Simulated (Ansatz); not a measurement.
Ta: energy against strain

Ta (bcc, Im-3m, 17.228 Å³/atom at rest, cube axes along x, y and z) under a strain ε along a cube axis (axis z), the other axes held. LDA in Ansatz, a plane-wave DFT program (PAW, default set), 420 eV, 28×28×28 Γ-centred mesh, Fermi-Dirac smearing 0.10 eV; ions are relaxed within the symmetry of each cell.

Here s stands for strain and y for E less E0.

```
strain (%)  E less E0 (meV/atom)
----------  --------------------
-1.50                       3.37
-1.00                       1.40
-0.50                       0.28
0.00                        0.00
0.50                        0.53
1.00                        1.84
1.50                        3.91
3.00                           ?
```

Taking a parabola for y over the 7 complete rows: Least squares gives y = 0.001 + 0.1964·s + 1.6176·s². Residuals (row less fit): 0.024, -0.022, -0.027, -0.001, 0.026, 0.025, -0.025; standard error 0.031 (degrees of freedom: 4). Twice the quadratic coefficient over the volume, 2 × 1.6176 meV × 10⁴ × 0.1602 / 17.228 Å³, is the elastic constant C11 = 301 ± 2 GPa.

**Question.** What does the fit predict for y at s = 3.00, and how far is the calculated value from it?

**Answer.** y = 0.001 + 0.1964 × 3.0 + 1.6176 × 3.0² = 15.149 meV/atom. The calculation gives 14.46 meV/atom, 0.689 meV/atom below the prediction (4.8 % of the range of y in the table). The row lies outside the fitted rows, so this is an extrapolation. From the scatter of the fitted rows alone, a prediction at this place has a standard error of 0.117 meV/atom, so the miss is 5.9 times that.

One order more, fitted to all 13 runs of the series, follows each within 0.01, so the miss is the next term of a smooth law. In a metal these values are sensitive to mesh and smearing; energies are taken to zero smearing, stresses follow the free energy. Rows are the converged runs of the series near zero and its far end; series whose fitted rows scatter by over a few per cent of the range, as at a crossing or softening among them, aren't shown in this form. Most that stay on the fit to the last digits aren't either.
